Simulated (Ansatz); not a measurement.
Base system: InP in the zinc blende structure (space group F-43m, No. 216).

```
InP
1.0
    0.00000     2.93939     2.93939
    2.93939     0.00000     2.93939
    2.93939     2.93939     0.00000
P In
1 1
Direct
  0.75000   0.75000   0.75000
  0.00000   0.00000   0.00000
```

Cartesian axes are those of the cell as printed.

Computed with PBEsol (Ansatz, a program for electronic structure), without spin-orbit coupling, earlier PAW set.

For the base:

```
Item                     Value
-------------  ---------------
Electron mass  0.045 mₑ (at Γ)
Gap character      direct at Γ
```

One thing is altered: the cell is stretched by 1.82 % along z with no lateral relaxation, atoms relaxed at fixed cell.

### Question
What happens to the electron mass?

### Answer
The electron mass goes from 0.045 mₑ (at Γ) to 0.042 mₑ along z, 0.036 mₑ across (at Γ).

### Question
Estimate the effect on the gap character.

### Answer
The gap character is still direct at Γ.

The cells carry an imposed strain or load. Masses are band curvatures over ±0.01 Å⁻¹ around the edge. Stability against distortions was not tested. Labels are those of the standard path for the cell's own space group.
